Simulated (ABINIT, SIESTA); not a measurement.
An ABINIT input for a self-consistent single point of PdPtAu (P3m1, 3 atoms in the cell) (DFT, LDA (PW92), plane waves, PAW (JTH v2.0 LDA PAW)):

```
# PdPtAu, JTH v2.0 LDA PAW
pp_dirpath "./"
pseudos "Pd.LDA_PW-JTH.xml, Pt.LDA_PW-JTH.xml, Au.LDA_PW-JTH.xml"
acell 5.3848127046 5.3848127046 13.2023448026
rprim
         1.0000000000   -0.0000000137    0.0000000000
        -0.4999999881    0.8660254106    0.0000000000
         0.0000000000    0.0000000000    1.0000000000
natom 3
ntypat 3
znucl 46 78 79
typat 1 2 3
xcart
         0.0000000000    0.0000000000    2.3611169848
         1.4247600954    0.8225855986    4.6046531942
         0.0000000225    1.6451712362    0.0206098210
      Angstrom
ecut 26 Ha
pawecutdg 52 Ha
pawxcdev 0
occopt 7
tsmear 0.00499791
nband 27
kptopt 1
ngkpt 16 16 6
nshiftk 1
shiftk 0 0 0
nstep 60
toldfe 1.0e-09
prtwf 0
prtden 0
prtvol 1
enunit 1
```

Translate this input to SIESTA.

This is the input that was run; spellings and numerical settings could be chosen otherwise.

```
# files in the folder: Pd.psml Pt.psml Au.psml (PseudoDojo LDA standard)
SystemName  PdPtAu
SystemLabel pdptau

NumberOfAtoms                3
NumberOfSpecies              3
%block ChemicalSpeciesLabel
  1 46 Pd
  2 78 Pt
  3 79 Au
%endblock ChemicalSpeciesLabel
LatticeConstant              1.0 Ang
%block LatticeVectors
     2.849520000    0.000000000    0.000000000
    -1.424760000    2.467757000    0.000000000
     0.000000000    0.000000000    6.986380000
%endblock LatticeVectors
AtomicCoordinatesFormat      ScaledCartesian
%block AtomicCoordinatesAndAtomicSpecies
     0.000000000    0.000000000    2.361116985  1
     1.424761425    0.822584844    4.604653194  2
    -0.000001425    1.645172156    0.020609821  3
%endblock AtomicCoordinatesAndAtomicSpecies

XC.functional                LDA
XC.authors                   PW92
PAO.BasisSize                DZP
PAO.EnergyShift              0.005 Ry
MeshCutoff                   400 Ry
%block kgrid.MonkhorstPack
   16   0   0  0.0
    0  16   0  0.0
    0   0   6  0.0
%endblock kgrid.MonkhorstPack
OccupationFunction           MP
OccupationMPOrder            0
ElectronicTemperature        1578.21 K

MaxSCFIterations             150
SCF.Mixer.Method             Pulay
SCF.Mixer.Weight             0.1
SCF.Mixer.History            8
SCF.DM.Tolerance             1.0E-05
Diag.ParallelOverK           true
WriteForces                  true
```

Basis, cutoffs, solver keys and any potentials are the target program's own. This input uses DFT, LDA PW92, numerical atomic orbitals DZP, PseudoDojo LDA standard norm-conserving potentials (rewritten from UPF to PSML). LDA parametrisations can differ slightly between programs.

The starting cell comes from a database of computed structures (which also holds hypothetical and non-ambient phases and stackings), without a prior relaxation at this level.
